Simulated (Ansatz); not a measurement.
Consider WC (space group P-6m2, No. 187; a = 2.899 Å, c = 2.827 Å; relaxed with 0.1 eV smearing). Axes: x lies along a and z along c of the hexagonal cell.

Method: Kohn–Sham DFT with the PBEsol functional, run in Ansatz (a first-principles code) with PAW and 420 eV plane waves, no spin-orbit coupling.

Perturbation: tensile biaxial strain of 2.50 % in the plane normal to [001], as in epitaxy on a mismatched substrate; the out-of-plane cell vector and the atoms relax.

### Question
Estimate the effect on the ratio −ε⊥/ε∥.

### Answer
The ratio −ε⊥/ε∥ is 0.35.

Stability against distortions was not tested. The final runs are not spin-polarised.
